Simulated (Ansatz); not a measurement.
For Ag (model structure, I4₁/amd, No. 141), PBE in Ansatz (plane waves, PAW) gives:

| Item | Result |
|---|---|
| equilibrium lattice constant a | 5.327 Å |
| lattice parameter c | 2.784 Å |
| bulk modulus | 73.9 GPa |
| cohesive energy | 2.29 eV/atom |

Q: What does r²SCAN (Ansatz, a first-principles code, PAW) give for the same quantities?

A: 
- lattice constant a: 5.263 Å (decreases by 1.2 %)
- lattice parameter c: 2.752 Å (decreases by 1.1 %)
- bulk modulus: 85.7 GPa (rises by 16 %)
- cohesive energy: 2.63 eV/atom (increases by 0.34 eV/atom)

Changes are worked out from the printed values.

Unless a cell is named, each level is at its own relaxed cell (PBE 19.75, r²SCAN 19.06 Å³/atom).

Caveats: the bulk modulus is −V dP/dV from two relaxed cells at ±2 % in volume (PBE, r²SCAN). Ansatz's density-functional and Hartree–Fock values are scalar-relativistic unless marked +SOC, with PAW data made under PBE.

A model structure was made by putting elements into a prototype or built by hand; it is no filed structure, need not be a known phase, and can be a saddle point held by its symmetry.
